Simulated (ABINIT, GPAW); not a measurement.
A GPAW input for a self-consistent single point of TlInSe₂ (I4/mcm, 8 atoms in the cell) (DFT PBEsol, plane waves, GPAW PAW datasets PBEsol (made by gpaw-setup)):

```python
from ase import Atoms
from ase.units import GPa
from gpaw import GPAW, PW, FermiDirac

atoms = Atoms(['Tl', 'Tl', 'In', 'In', 'Se', 'Se', 'Se', 'Se'],
              cell=[[-4.099871, 4.099871, 3.477394],
                    [4.099871, -4.099871, 3.477394],
                    [4.099871, 4.099871, -3.477394]],
              scaled_positions=[[0.750000, 0.750000, 0.000000],
                                [0.250000, 0.250000, 0.000000],
                                [0.250000, 0.750000, 0.500000],
                                [0.750000, 0.250000, 0.500000],
                                [0.670680, 0.829320, 0.500000],
                                [0.329320, 0.170680, 0.500000],
                                [0.829320, 0.329320, 0.158640],
                                [0.170680, 0.670680, 0.841360]],
              pbc=True)

calc = GPAW(mode=PW(550),
            xc='PBEsol',
            kpts=(3, 3, 3),
            occupations=FermiDirac(0.02),
            nbands=-6,
            convergence={'density': 1e-05, 'bands': -4},
            symmetry={'symmorphic': False, 'tolerance': 0.0005},
            maxiter=100,
            txt='-')

atoms.calc = calc

energy = atoms.get_potential_energy()
print('Energy (eV):', round(energy, 6))
forces = atoms.get_forces()
print('Forces (eV/Ang):')
print(forces.round(5))
stress = atoms.get_stress()
print('Stress (GPa, Voigt):', (stress / GPa).round(4))
```

Problem. Translate this input to ABINIT.

Solution. This is the input that was run; spellings and numerical settings could be chosen otherwise.

```
# TlInSe2, PseudoDojo nc-sr-04 PBEsol standard
pp_dirpath "./"
pseudos "Tl.upf, In.upf, Se.upf"
acell 6.7609284469 6.7609284469 6.7609284469 Angstrom
rprim
        -0.6064065065    0.6064065065    0.5143367553
         0.6064065065   -0.6064065065    0.5143367553
         0.6064065065    0.6064065065   -0.5143367553
natom 8
ntypat 3
znucl 81 49 34
typat 1 1 2 2 3 3 3 3
xcart
         0.0000000000   -0.0000000000    9.8569834311
         0.0000000000    0.0000000000    3.2856611437
         7.7476333363   -0.0000000000    3.2856611437
        -0.0000000000    7.7476333363    3.2856611437
         5.1029012206    2.6447321157    6.5713222874
         2.6447321157    5.1029012206    0.0000000000
        -2.6447321157    5.1029012206    6.5713222874
        10.3923654520    2.6447321157   -0.0000000000
ecut 43 Ha
ixc -116133
occopt 3
tsmear 0.00073499
nband 72
kptopt 1
ngkpt 3 3 3
nshiftk 1
shiftk 0 0 0
nstep 60
tolvrs 1.0e-12
prtwf 0
prtden 0
enunit 1
```

Basis, cutoffs, solver keys and any potentials are the target program's own. This input uses DFT, PBEsol, plane waves, norm-conserving pseudopotentials (PseudoDojo nc-sr-04 PBEsol standard).

The starting cell comes from a database of computed structures (which also holds hypothetical and non-ambient phases and stackings), without a prior relaxation at this level. Its lattice was rescaled by a random factor within 2.5 % of one.
